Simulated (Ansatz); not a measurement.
Start from GaP in the zinc blende structure (space group F-43m, No. 216; a = 5.451 Å). Axes: x, y, z lie along the cube axes.

The values are results of plane-wave PAW DFT at the r2SCAN level (Ansatz, a first-principles code, 500 eV), no spin-orbit coupling, not measurements.

For the base:

| Quantity | Result |
|---|---|
| Band gap | 1.85 eV |

One thing is altered: tensor shear ε_xy = +2.00 % (engineering shear γ = 0.0400); the atoms relax in the strained cell.

Question: Estimate the effect on the band gap.

Answer: The band gap shrinks by 0.36 eV, from 1.85 eV to 1.49 eV.

Question: Predict the new stress.

Answer: The stress (xx, yy, zz, yz, xz, xy; compression positive) is (0.10, 0.10, -0.01, 0.00, 0.00, -2.93) GPa.

Stability against distortions was not tested.
